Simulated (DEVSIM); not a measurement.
Device: Schottky contact on n-type Si, at 300 K.

```csv
layer (left to right),material,thickness (μm),Nd (cm⁻³),τn (s),τp (s)
1,Si,3.30,4.6e16,3.1e-6,3.1e-6
2,Si,6.00,7.1e17,3.1e-6,3.1e-6
```

Left contact: Schottky, work function 4.86 eV, emission velocity 8.5e6 cm/s. Right contact: ohmic. Voltage is applied to the left contact. Recombination: SRH at mid-gap, Auger. Mobility is constant in doping. Where it depends on doping, it is μmin + (μ − μmin)/(1 + (N/Nref)^α).

This is a model device: material constants are rounded textbook-type values typed into the input, and sizes, dopings and lifetimes were drawn at random. Values at 300 K; Nc and Nv go as T^1.5, mobilities as T to minus their exponent, the gap by Varshni's rule with the affinity fixed. The table also holds parameters that only a changed run uses.

```tsv
parameter	Si
gap (eV)	1.124
affinity (eV)	4.05
permittivity	11.7
Nc (cm⁻³)	2.86e19
Nv (cm⁻³)	3.1e19
μn (cm²/Vs)	1417
μp (cm²/Vs)	470
μn,min	52
μp,min	45
Nref,n	9.7e16
Nref,p	2.2e17
αn	0.68
αp	0.72
T exponent of μn	2.3
T exponent of μp	2.2
Cn (cm⁶/s)	2.8e-31
Cp (cm⁶/s)	9.9e-32
Varshni α (eV/K)	0.000473
Varshni β (K)	636
```

Simulated with DEVSIM: 1D drift-diffusion, Boltzmann statistics, complete ionisation; no tunnelling, impact ionisation, image-force lowering or self-heating. Metal contacts follow the ideal Schottky-Mott rule: no Fermi-level pinning, no interface dipoles.

Base results: dark forward voltage at 100 A/cm² (V) 0.485; dark forward voltage at 1 A/cm² (V) 0.361; potential step across the device at zero bias (V) 0.714.

Problem. What follows from this one change: doping Nd of layer 2 7.1e+17 → 2.1e+16 cm^-3?

Solution. dark forward voltage at 100 A/cm² 0.485 → 0.497 V; dark forward voltage at 1 A/cm² little changed (0.361 V); potential step across the device at zero bias 0.714 → 0.623 V.

Problem. What follows from this one change: metal work function 4.86 → 4.81 eV?

Solution. dark forward voltage at 100 A/cm² 0.485 → 0.435 V; dark forward voltage at 1 A/cm² 0.361 → 0.311 V; potential step across the device at zero bias 0.714 → 0.664 V.

Problem. What follows from this one change: doping Nd of layer 1 4.6e+16 → 4.6e+15 cm^-3?

Solution. dark forward voltage at 100 A/cm² 0.485 → 0.525 V; dark forward voltage at 1 A/cm² 0.361 → 0.367 V; potential step across the device at zero bias little changed (0.714 V).

Problem. What follows from this one change: temperature 300 → 250 K?

Solution. dark forward voltage at 100 A/cm² 0.485 → 0.544 V; dark forward voltage at 1 A/cm² 0.361 → 0.441 V; potential step across the device at zero bias 0.714 → 0.736 V.

Problem. What follows from this one change: doping-dependent mobility in place of the constant one?

Solution. dark forward voltage at 100 A/cm² 0.485 → 0.490 V; dark forward voltage at 1 A/cm² little changed (0.362 V); potential step across the device at zero bias little changed (0.714 V).
